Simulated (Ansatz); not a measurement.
Start from Nb in the bcc (W type) structure (space group Im-3m, No. 229; a = 3.304 Å; relaxed with 0.1 eV smearing). Axes: x, y, z lie along the cube axes.

Structures relaxed with r2SCAN in Ansatz (plane waves to 500 eV, PAW, no spin-orbit coupling).

Base:

Simulated powder pattern, Cu Kα, λ = 1.54184 Å (kinematic, ideal powder, no thermal factors, no anomalous dispersion; the 10 strongest lines at most, above 2 %, up to 2θ = 90°):

```tsv
2θ (°)	I/Imax (%)	hkl
38.53	100	(110)
55.63	17	(200)
69.70	33	(211)
82.58	11	(220)
```

After one change:

Simulated powder pattern, Cu Kα, λ = 1.54184 Å (kinematic, ideal powder, no thermal factors, no anomalous dispersion; the 10 strongest lines at most, above 2 %, up to 2θ = 90°):

```
2θ (°)  I/Imax (%)
------  ----------
38.53          100
39.77           46
53.71          9.3
57.50           15
68.87           17
71.37           31
82.58           11
85.73          4.9
```

Q: Which change produced these results?
(A) biaxial strain −1.50 %, plane normal [001], relaxed out of plane
(B) biaxial strain −2.50 %, plane normal [001], relaxed out of plane
(C) biaxial strain −1.00 %, plane normal [001], relaxed out of plane
(D) biaxial strain −3.00 %, plane normal [001], relaxed out of plane

A: D, biaxial strain −3.00 %, plane normal [001], relaxed out of plane. Its volume per atom is 17.53 Å³ against 18.04 Å³, and its space group is I4/mmm (No. 139).

Stability against distortions was not tested. The final runs are not spin-polarised.

Ansatz is an electronic-structure program.
